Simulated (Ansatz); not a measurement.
Base system: HfO$_{2}$ (space group P2_1/c, No. 14).

```xyz
12
Lattice="5.1141 0.0000 0.0000 0.0000 5.1816 0.0000 -0.8711 0.0000 5.2231" Properties=species:S:1:pos:R:3 pbc="T T T"
Hf     1.2312     0.2168     1.0876
Hf     3.4473     2.8076     1.5240
Hf     3.0117     4.9647     4.1356
Hf     0.7956     2.3740     3.6991
O      0.0586     1.7295     1.7968
O      4.6199     4.3203     0.8147
O      4.1843     3.4521     3.4263
O     -0.3770     0.8613     4.4084
O      1.8740     3.9259     2.4993
O      2.8044     1.3351     0.1122
O      2.3689     1.2557     2.7238
O      1.4385     3.8465     5.1109
```

Cartesian axes are those of the cell as printed.

Calculations: r2SCAN in Ansatz (plane waves to 500 eV, PAW, no spin-orbit coupling).

Modification: every lattice vector is shortened by 2.89 %, atoms relaxed at fixed cell.

Q: Predict the stress tensor and what it implies for the stiffness.

A: Stress of the strained cell less that of the base (GPa, compression positive):
```
  19.35    0.00    2.97
   0.00   25.92    0.00
   2.97    0.00   15.48
```

Then B = −ΔP/(ΔV/V₀) with ΔV/V₀ = -0.0842 gives secant stiffness values (nonlinear terms included at this strain): B (at held cell shape, above the free-shape value) ≈ 240 GPa.

As a check, the harmonic strain energy −½ V₀ Δσ:ε is 63 meV/atom; the computed energy rise is 59 meV/atom.

No phonon test of stability was made.

Ansatz is an electronic-structure program.
